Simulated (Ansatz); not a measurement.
## Quick settings and what they miss: InP (F-43m, 2 atoms in the cell)

Self-consistent single point.

```
CELL_PARAMETERS angstrom
      0.00000     2.95198     2.95198
      2.95198     0.00000     2.95198
      2.95198     2.95198     0.00000
ATOMIC_POSITIONS crystal
  In 0.00000 0.00000 0.00000
  P  0.25000 0.25000 0.25000
```

Method of the run: PBEsol, default PAW files made with PBE (plane waves; Ansatz, an electronic-structure program).

Base settings: basis.ecutwfc = 420 eV; kpoints.mp_grid.grid = 7 7 7; hamiltonian.xc = pbesol; hamiltonian.pseudopotentials = {kind: paw} (the program's default PAW files); scf.occupations.method = gaussian; scf.occupations.width = 0.02 eV.

Tight run (finer mesh or higher cutoff; not a proven limit): basis.ecutwfc: 420 eV → 590 eV; kpoints.mp_grid.grid: 7 7 7 → 10 10 10; scf.convergence.dr2_threshold: default (1e-07 eV) → 1e-09 eV. It gave top of the valence band (on the code's own zero) 6.62 eV; gap on the k-point mesh 0.50 eV; pressure -0.85 GPa.

Quick runs, as changes from the base:
- A: the base itself
- B: basis.ecutwfc: 420 eV → 210 eV; kpoints.mp_grid.grid: 7 7 7 → 8 8 8; hamiltonian.xc: pbesol → lda; scf.occupations.method: gaussian → methfessel_paxton; scf.occupations.width: 0.02 eV → 0.136 eV [LDA (PW92)]
- C: basis.ecutwfc: 420 eV → 250 eV; kpoints.mp_grid.grid: 7 7 7 → 3 3 3; hamiltonian.xc: pbesol → lda; scf.convergence.dr2_threshold: default (1e-07 eV) → 0.001 eV [LDA (PW92)]
- D: basis.ecutwfc: 420 eV → 210 eV; kpoints.mp_grid.grid: 7 7 7 → 4 4 4
- E: kpoints.mp_grid.grid: 7 7 7 → 4 4 4; hamiltonian.xc: pbesol → b3lyp [B3LYP]
- F: kpoints.mp_grid.grid: 7 7 7 → 2 2 2; hamiltonian.xc: pbesol → hse06 [HSE06]

Dashes: energy of B, C, E, F, another energy zero; gap of B, left out as unsure on this mesh or at this smearing; count of E, F, another kind of functional, whose work the count does not hold.

Gaps are read on each run's own mesh, which may miss the band edges.

† marks runs with another functional, U, potentials or spin treatment: their distance from the tight run is not a convergence error alone.

The count of work is k-points × plane waves × bands × iterations; it is no time. 

Pressures in the table are Ansatz's without its Pulay estimate, at a fixed set of plane waves; the tight run's value above holds the estimate.

The starting cell comes from a database of computed structures (which also holds hypothetical and non-ambient phases and stackings), without a prior relaxation at this level.

```csv
run,energy less tight (meV/atom),pressure less tight (GPa),gap on the mesh less tight (eV),count of work / tight
A,3.7,-0.04,-0.001,0.21
B†,–,-103.15,–,0.12
C†,–,-27.14,-0.124,0.020
D,3079.3,-103.37,0.115,0.034
E†,–,3.70,1.135,–
F†,–,4.76,1.115,–
```

Among the runs at the tight run's level, the energy misses run from 3.7 to 3079.3 meV/atom.

Left out of this page: 1 run of the series with a known weakness of the program; 1 run of the series unsound by tests on forces, stress, charge or solver warnings.

Keys are those of Ansatz 0.2.
